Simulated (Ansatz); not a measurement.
PbI₂ (P6₃mc, No. 186), treated with dielectric-dependent PBEsol hybrid (Ansatz, a quantum-chemistry and plane-wave program, plane waves, PAW).

Numerical settings: plane-wave cutoff 460 eV, 6×6×2 k mesh (along the axes of the cell as run), Fermi–Dirac smearing 0.01 eV, scalar-relativistic PAW data made under PBE.

Cell (relaxed with PBEsol):

Space group P6₃mc (No. 186); a = 4.5395 Å, b = 4.5395 Å, c = 14.2097 Å, α = 90.00°, β = 90.00°, γ = 120.00°

| atom | site | symmetry | x | y | z |
|---|---|---|---|---|---|
| Pb | 2b | 3m. | 0.3333 | 0.6667 | 0.0000 |
| I | 2b | 3m. | 0.3333 | 0.6667 | 0.3689 |
| I | 2a | 3m. | 0.0000 | 0.0000 | 0.1311 |

Problem. Estimate the band gap that the calculation returns.

Solution. 
- band gap = 3.05 eV (on the SCF k mesh)

Note: the cell comes from a level without a dispersion term, which matters for the spacing of layers, chains or molecules; cell and atoms aren't relaxed at this level.

Spin–orbit coupling is not included; with these elements it can move the gap by several tenths of an eV or more.

The result took very roughly 9 core-minutes.
